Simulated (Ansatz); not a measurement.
# Pressure series in PbSe

Base system: PbSe in the rock salt structure (space group Fm-3m, No. 225; a = 6.1016 Å).

Cell and atoms are relaxed at each pressure.

Level of theory: Ansatz (a program for electronic structure), PBEsol, PAW, cutoff 420 eV, spin-orbit coupling left out.

Candidates:
(a) pressure 2.1 GPa
(b) pressure −1 GPa
(c) pressure −2 GPa
(d) pressure 0.9 GPa

Base values:

The band gap is 0.17 eV.

Task: Order them by band gap, highest first.

Result: (c) pressure −2 GPa (0.30 eV), (b) pressure −1 GPa (0.23 eV), (d) pressure 0.9 GPa (0.11 eV), (a) pressure 2.1 GPa (zero)

With Pb present, leaving out spin-orbit coupling can change the band edges. Load acts through the strain it causes; cell and atoms are relaxed under it. Stability against distortions was not tested. The final runs are not spin-polarised. Gaps under 0.05 eV, about the width of the smearing, are given as zero. A zero or small gap of PbSe can be the functional's error rather than a property of the material.
